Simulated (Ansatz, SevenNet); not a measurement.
For Ti₃Al (model structure, started from the D019 type, P6₃/mmc, No. 194, 8 atoms in the cell), the machine-learned potential SevenNet-0 (trained on PBE and PBE+U data) gives:

```
Property               Value
-------------------  -------
lattice parameter a  5.716 Å
lattice parameter c  4.697 Å
```

What does r²SCAN+rVV10 (Ansatz, an electronic-structure program, PAW) give for the same quantities?


- lattice constant a: 5.735 Å (increases by 0.3 %)
- lattice parameter c: 4.622 Å (decreases by 1.6 %)

Changes are worked out from the printed values.

Unless a cell is named, each level is at its own relaxed cell (SevenNet-0 16.61, r²SCAN+rVV10 16.45 Å³/atom).

The crystal itself was run without spin with r²SCAN+rVV10; a magnetic state was not tried in these runs.

Ansatz's density-functional and Hartree–Fock values are scalar-relativistic unless marked +SOC, with PAW data made under PBE.

A model structure was made by putting elements into a prototype or built by hand; here it ended with the formula and space group of a phase in our tables.
